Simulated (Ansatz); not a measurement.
# InSb (Fm-3m, No. 225, 2 atoms in the cell; start mp-10149; a measured phase of this formula has another space group)

All values below come from PBEsol (Ansatz, a program for electronic structure, plane waves, PAW).

Run with plane-wave cutoff 520 eV, 16×16×16 k mesh, Fermi–Dirac smearing 0.05 eV, scalar-relativistic PAW data made under PBE.

Cell (relaxed at this level):

```xyz
2
Lattice="0.0000 3.0172 3.0172 3.0172 0.0000 3.0172 3.0172 3.0172 0.0000" Properties=species:S:1:pos:R:3 pbc="T T T"
In     0.0000     0.0000     0.0000
Sb     3.0172     3.0172     3.0172
```

```json
{
  "band_gap": "none",
  "bulk_modulus": "56.5 GPa"
}
```

Note: the relaxation could not lower the start's symmetry, so the cell can be a saddle point above a distorted one; the bulk modulus is −V dP/dV from two relaxed cells at ±2 % in volume.

Spin–orbit coupling is not included; it can open a gap where bands touch, and shift volumes and moduli.

The result took roughly 40 core-seconds.

A start named mp-… is a Materials Project structure, which need not be a measured phase.
